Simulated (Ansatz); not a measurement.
Base system: ZnCu$_{2}$SnS$_{4}$ (space group I-4, No. 82; a = 5.4141 Å, c = 10.8216 Å).

Structures relaxed with r2SCAN, PAW, 500 eV (Ansatz, a program for electronic structure; no spin-orbit coupling).

Base:

Simulated powder pattern, Co Kα, λ = 1.79026 Å (kinematic, ideal powder, no thermal factors, no anomalous dispersion; the 8 strongest lines at most, above 2 %, up to 2θ = 90°):

```csv
2θ (°),I/Imax (%),hkl
33.29,100,(112)
38.62,10,(200)
38.64,5.1,(004)
55.76,19,(220)
55.78,37,(204)
66.51,26,(132)
66.54,13,(116)
82.80,5.9,(400)
```

It is then changed as follows: Hg takes the place of Cu on all its sites, then cell and atoms are relaxed.

Question: Predict the new powder pattern.

Answer: 
Simulated powder pattern, Co Kα, λ = 1.79026 Å (kinematic, ideal powder, no thermal factors, no anomalous dispersion; the 8 strongest lines at most, above 2 %, up to 2θ = 90°):

```tsv
2θ (°)	d (Å)	I/Imax (%)	hkl
19.53	5.277	16	(101)
30.39	3.415	100	(112)
35.47	2.938	19	(200)
50.50	2.098	35	(204)
51.04	2.078	17	(220)
59.60	1.801	16	(116)
60.57	1.775	30	(312)
82.25	1.361	13	(136)
```

The indices refer to each structure's own conventional cell; one index is shown for lines that coincide.

Whether these cells are dynamically stable was not tested. As relaxed here, ZnSnHg2S4 is a hypothetical phase, not in the database extracts checked. The final runs are not spin-polarised.
